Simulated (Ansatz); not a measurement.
**Ru, response to strain**

Start from Ru in the hcp (Mg type) structure (space group P6_3/mmc, No. 194; a = 2.6914 Å, c = 4.2489 Å; relaxed with 0.1 eV smearing).

Strains are applied to the cell and any free atomic positions relax.

Calculations: Ansatz (a first-principles code) PBEsol, spin-orbit coupling left out.

Notes on the quantities. energy relative to the base: free energy F.

```tsv
isotropic strain (%)	energy relative to the base (meV/atom)
-2.5	89.2
-2	56.0
-1	13.5
-0.5	3.3
0	0.0
0.5	?
1	12.5
2	48.1
2.5	73.7
```

Task: Fit ΔE = Aε² + Bε³ (ε in %) to the rows shown and predict the withheld row.

Result: Least squares on the printed values gives A = 13.0 and B = -0.50 meV/atom (largest residual 0.1 meV/atom); this predicts 3.2 meV/atom, and the run gives 3.2 meV/atom, in agreement.

Whether these cells are dynamically stable was not tested. All final runs are without spin polarisation.
